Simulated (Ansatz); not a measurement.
The parent structure is CdS in the zinc blende structure (space group F-43m, No. 216; a = 5.927 Å).

(Cell as relaxed with PBE.)

Levels (all Ansatz, an electronic-structure program, PAW, earlier PAW set): PBE (420 eV, no spin-orbit coupling); r2SCAN (500 eV, without spin-orbit coupling).

Each level relaxes its own structure.

```tsv
base	PBE	r2SCAN
volume per atom	26.03 Å³	25.40 Å³
lattice parameter a	5.927 Å	5.879 Å
band gap	1.04 eV	1.54 eV
```

Modification: cell and atoms relaxed at a pressure of 7 GPa.

| quantity | PBE | r2SCAN |
|---|---|---|
| band gap | 1.26 eV | ___ |
| lattice parameter a | 5.726 Å | ___ |
| shift of the gap caused by the change | +0.22 eV | ___ |

Question: Given the PBE results, estimate those of r2SCAN.

Answer: 
- band gap, r2SCAN: 1.75 eV
- lattice parameter a, r2SCAN: 5.698 Å
- shift of the gap caused by the change, r2SCAN: +0.21 eV

PBE's band gap lies 0.49 eV below r2SCAN's; PBE's lattice parameter a lies 0.028 Å above r2SCAN's (0.5 %). Neither level is exact; r2SCAN is the comparison here, not a measurement.

Load acts through the strain it causes; cell and atoms are relaxed under it. Stability against distortions was not tested. Tetrahedral semiconductors of this kind turn to denser phases somewhere between about 1 and 50 GPa; those were not computed, so compressed cells here can lie past the real transition.
